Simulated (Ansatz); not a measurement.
The structure below was relaxed with r2SCAN, PAW, 500 eV (Ansatz, an electronic-structure program; scalar-relativistic without spin-orbit coupling).

Space group P4/mmm (No. 123); a = 5.098 Å, b = 5.098 Å, c = 3.866 Å, α = 90.00°, β = 90.00°, γ = 90.00°

```json
[
 {"atom": "Na", "site": "1a", "symmetry": "4/mmm", "x": "0.0000", "y": "0.0000", "z": "0.0000"},
 {"atom": "Li", "site": "2e", "symmetry": "mmm.", "x": "0.0000", "y": "0.5000", "z": "0.5000"},
 {"atom": "Li", "site": "1c", "symmetry": "4/mmm", "x": "0.5000", "y": "0.5000", "z": "0.0000"}
]
```

Question: Write out a cell with all atoms.

Answer: 
```
NaLi3
1.0
    5.09796     0.00000     0.00000
    0.00000     5.09796     0.00000
    0.00000     0.00000     3.86632
Na Li
1 3
Direct
  0.00000   0.00000   0.00000
  0.00000   0.50000   0.50000
  0.50000   0.00000   0.50000
  0.50000   0.50000   0.00000
```
This is the conventional cell.

These are small ordered cells, not random alloys; other orderings at the same x differ. Whether these cells are dynamically stable was not tested. The cell was made from Na by this change: x(Li) = 0.75, 4 atoms, P4/mmm.
